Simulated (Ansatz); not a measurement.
We consider zinc-blende BeS, described by HSE06 (PAW; Ansatz, a quantum-chemistry and plane-wave program).

Numerical settings: plane-wave cutoff 520 eV, 10×10×10 k mesh, scalar-relativistic PAW data made under PBE.

Computed at the level's own relaxed cell.

Hill averages of the elastic tensor: K = 99.0 GPa, G = 70.8 GPa. Volume 14.284 Å³/atom, mean atomic mass 20.539 u.

Q: Work out the density, the sound velocities of a polycrystal and the elastic Debye temperature at this level.

A: ρ = 1.66054 × 20.539/14.284 = 2.388 g/cm³. v_l = √[(K + 4G/3)/ρ] = 8.999 km/s and v_t = √(G/ρ) = 5.445 km/s. The mean follows from 3/v_m³ = 1/v_l³ + 2/v_t³: v_m = 6.019 km/s. Θ_D = (ħ/k_B) v_m (6π²/V)^(1/3) = 76.38 K Å s/km × 6.019 × 1.6064 Å⁻¹ = 739 K, counting all atoms of the cell.
